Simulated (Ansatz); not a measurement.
Levels about the gap of amorphous Si15B15N35 (65 atoms in a cell of 810 Å³, 2.20 g/cm³; zone centre alone, so wide bands show as single levels with stretches between that a denser mesh fills), at the geometry that PBE relaxed, where it gives -3.5 GPa on a denser mesh. The participation number counts the atoms over which a state spreads; weights are charges in smoothed Voronoi cells. The levels come from a single point, so bond lengths are those of that geometry. Method of the levels: r2SCAN, scalar-relativistic without spin-orbit coupling (Ansatz, a first-principles code). Sampling: the zone centre alone; Fermi-Dirac width 0.01 eV; collinear spin, started from moments on atoms (the moments died out). At PBE the levels at the filled edge of the gap are localised (band-tail or defect states).

The cell was made by melting and quenching with the CHGNet potential and then relaxed with DFT. N atoms were pushed apart under 1.9 Å during the dynamics, to hinder bonds among them. The hot cell started wider than the set density and was brought back towards it in steps. It is the lowest in DFT energy of 2 quenches. It is a model cell: composition and starting density were chosen by hand, and all elements were melted together. No dispersion term was used. Its density started from a set value of 2.20 and ended at 2.20 g/cm³. The quench (nominally 500 K/ps over its main leg) was far faster than any real one, so the model tends to hold more defects than a real film. One small periodic cell is one sample of the glass; other quenches scatter about these values. The volume was held where the preparation left it, at a PBE pressure of -3.5 GPa (tension). Stress components on the final sampling reach 6.0 GPa. On a 2×2×2 Γ-centred mesh force components of up to 0.12 eV/Å stay, since the relaxation ran on the zone centre alone.

| E - E(highest filled), eV | filling | spin | participation number | largest on | weight N | weight Si | weight B |
|---|---|---|---|---|---|---|---|
| -0.40 | filled | dn | 22.3 | N, 3 neighbours | 0.88 | 0.07 | 0.05 |
| -0.33 | filled | up | 11.8 | N, 3 neighbours | 0.89 | 0.06 | 0.06 |
| -0.33 | filled | dn | 11.8 | N, 3 neighbours | 0.89 | 0.06 | 0.06 |
| -0.23 | filled | up | 17.1 | N, 2 neighbours | 0.89 | 0.07 | 0.04 |
| -0.23 | filled | dn | 17.1 | N, 2 neighbours | 0.89 | 0.07 | 0.04 |
| 0.00 | filled | up | 11.2 | N, 2 neighbours | 0.89 | 0.07 | 0.04 |
| 0.00 | filled | dn | 11.2 | N, 2 neighbours | 0.89 | 0.07 | 0.04 |
| 3.08 | empty | up | 10.8 | Si, 3 neighbours | 0.46 | 0.45 | 0.09 |
| 3.08 | empty | dn | 10.8 | Si, 3 neighbours | 0.46 | 0.45 | 0.09 |
| 3.31 | empty | up | 11.7 | Si, 3 neighbours | 0.35 | 0.39 | 0.26 |
| 3.31 | empty | dn | 11.7 | Si, 3 neighbours | 0.35 | 0.39 | 0.26 |
| 3.60 | empty | up | 11.4 | Si, 4 neighbours | 0.39 | 0.49 | 0.12 |
| 3.60 | empty | dn | 11.4 | Si, 4 neighbours | 0.39 | 0.49 | 0.12 |
| 3.92 | empty | up | 27.5 | Si, 3 neighbours | 0.36 | 0.41 | 0.23 |

Most localised among these is the empty level at +3.08 eV, on a Si atom, which has 3 neighbours (N 1.59 Å, N 1.71 Å, N 1.72 Å).
